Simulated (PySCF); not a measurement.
PySCF 2.14.0, B3LYP/def2-svp: c1coc(-c2ccco2)c1, 16 atoms. The geometry is a generated start, not checked to be a minimum at this level.

```yaml
task: energy
method: b3lyp
basis: def2-svp
two_electron_scheme: exact four-centre integrals
mol.max_memory: 4000 MB
mf.init_guess: minao (default)
mf.DIIS: CDIIS (default)
mf.diis_space: 8 (default)
mf.conv_tol: 1e-09 (default)
mf.grids.level: 3 (default)
basis_functions: 170
grid_points: 199960
```

Machine: one whole node, Arm Neoverse V2, 96 cores on 1 socket, no SMT, 1 L3 cache group.

Times are wall-clock medians of two to five runs, from launch to exit, with nothing else on the machine. Unless noted, each process is bound to its own block of adjacent cores. Build: PyPI wheel: OpenMP (GNU), a bundled serial OpenBLAS 0.3.3 under its C layer, NumPy's threaded OpenBLAS held to generic ARMv8 kernels, libcint, Libxc. Other compilers and libraries give other times. Scratch files lie in a memory file system.

Started as
```bash
OMP_NUM_THREADS=32 OPENBLAS_NUM_THREADS=1 python -u run.py
```
(32 threads, 1 BLAS thread, two_electron_scheme = exact four-centre integrals, mf.with_df.grids_level_i = not set, mf.with_df.grids_level_f = not set) it takes 2.6 s and 12 Fock builds (products with the orbital Hessian counted alike).

Problem. What happens to the run time with two_electron_scheme = COSX exchange (sgx_fit, pjs) with fitted J, mf.with_df.grids_level_i = 1, mf.with_df.grids_level_f = 3?

Solution. About 7.8 s (3 runs within 1 %): 3.1× as long. Change in the result: energy 0.24 meV/atom.
